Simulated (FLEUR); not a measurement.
## Convergence study of the k-point mesh at a smearing width of 0.05 eV for Ir (Fm-3m, 1 atom in the cell)

```yaml
crystal:
  lattice:
    - [0.00000, 1.91040, 1.91040]
    - [1.91040, 0.00000, 1.91040]
    - [1.91040, 1.91040, 0.00000]
  atoms:
    - { symbol: Ir, position: [0.00000, 0.00000, 0.00000] }
```

Method: PBE, all-electron FLAPW (FLEUR), scalar-relativistic valence.

Base settings: Kmax = 4 1/bohr; GmaxXC = 20 1/bohr; xcFunctional = pbe; jspins = 1; l_soc = F; mode = hist; fermiSmearingEnergy = 0.00367493 Htr; mesh (inpgen div1-3) = 7 7 7; inpgen gamma flag = false; Gmax = 20 1/bohr.

In this ladder: fermiSmearingEnergy = 0.00183747 Htr. Moved along: kpt_gamma.

The second cell is the first with its lattice scaled by 0.98.

Only quantities that move along the ladder and can be compared are tabulated.

Core times come from one kind of shared machine, to one figure; runs under 30 s give none.

The starting cell has typed, rounded lattice constants, without a prior relaxation at this level. Its lattice was rescaled by up to half a per cent. Spin polarisation is off. Values depend on the basis (sphere radii, cutoffs, local orbitals), which need not be converged.

Steps (kpt_div): 5 5 5; 6 6 6; 8 8 8; 9 9 9; 11 11 11; 13 13 13; 16 16 16; 20 20 20; 24 24 24; 35 35 35.

Question: What is the coarsest kpt_div that holds the energy of the compressed cell less the first within 0.2 meV/atom of the last step, with all finer ones?

Answer: 24 24 24, at about 0.4 of the last step's time; the step before is off by 0.73 meV/atom.

Question: What is the coarsest kpt_div that holds the free energy within 2 meV/atom of the last step, with all finer ones?

Answer: 24 24 24, at about 0.4 of the last step's time; the step before is off by 3.5 meV/atom.

| kpt_div | free energy less the last step's (meV/atom) | energy of the compressed cell less the first (meV/atom) | core time / last (rough) |
|---|---|---|---|
| 5 5 5 | 254.00 | 176.63 | – |
| 6 6 6 | 62.40 | 157.46 | – |
| 8 8 8 | 75.42 | 159.16 | – |
| 9 9 9 | -21.28 | 147.74 | – |
| 11 11 11 | 26.33 | 154.41 | – |
| 13 13 13 | 7.66 | 152.21 | – |
| 16 16 16 | 8.78 | 152.47 | 0.2 |
| 20 20 20 | -3.55 | 150.27 | 0.3 |
| 24 24 24 | 0.54 | 151.00 | 0.4 |
| 35 35 35 | 0.00 | 151.00 | 1 |

The energy difference between the two cells stays within 1 meV/atom of the last step's from 20 20 20 on, the total only from 24 24 24 on: much of the error is common to both cells and cancels.
